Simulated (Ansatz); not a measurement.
## Equilibrium lattice constant a of AlP (model structure, started from the litharge type, P4/nmm, No. 129, 4 atoms in the cell) at several levels of theory

No measured value is used here.

| level (code) | value (Å) |
|---|---|
| PBE (Ansatz) | 3.600 |
| PBEsol (Ansatz) | … |
| PBE-D3(BJ) (Ansatz) | 3.505 |

Question: Fill in the missing entries.

Answer: 
- PBEsol (Ansatz, a program for electronic structure), value (Å): 3.523

Ansatz's density-functional and Hartree–Fock values are scalar-relativistic unless marked +SOC, with PAW data made under PBE.

A model structure was made by putting elements into a prototype or built by hand; it is no filed structure, need not be a known phase, and can be a saddle point held by its symmetry.
